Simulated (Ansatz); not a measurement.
Data:

```
CELL_PARAMETERS angstrom
      0.00000     5.31024     5.31024
      5.31024     0.00000     5.31024
      5.31024     5.31024     0.00000
ATOMIC_POSITIONS crystal
  Cs 0.25000 0.25000 0.25000
  Cs 0.75000 0.75000 0.75000
  Br 0.00000 0.00000 0.00000
  Cl 0.23206 0.76794 0.76794
  Cl 0.76794 0.23206 0.23206
  Cl 0.76794 0.23206 0.76794
  Cl 0.23206 0.76794 0.23206
  Cl 0.76794 0.76794 0.23206
  Cl 0.23206 0.23206 0.76794
  F  0.50000 0.50000 0.50000
```

No spin polarisation.

Level of theory: PBEsol (Ansatz, a first-principles code, PAW, no spin-orbit coupling). Settings: 6×6×6 k-points, 0.05 eV Fermi–Dirac smearing.

Task: Predict the band gap and gap character.

Result: The band gap is 0.99 eV and the gap character is direct at L.

Load acts through the strain it causes; cell and atoms are relaxed under it. Whether these cells are dynamically stable was not tested. The cell was made from Cs2BrCl6F (space group Fm-3m, No. 225; a cell from a computed database, its experimental status unchecked) by this change: pressure −2 GPa.
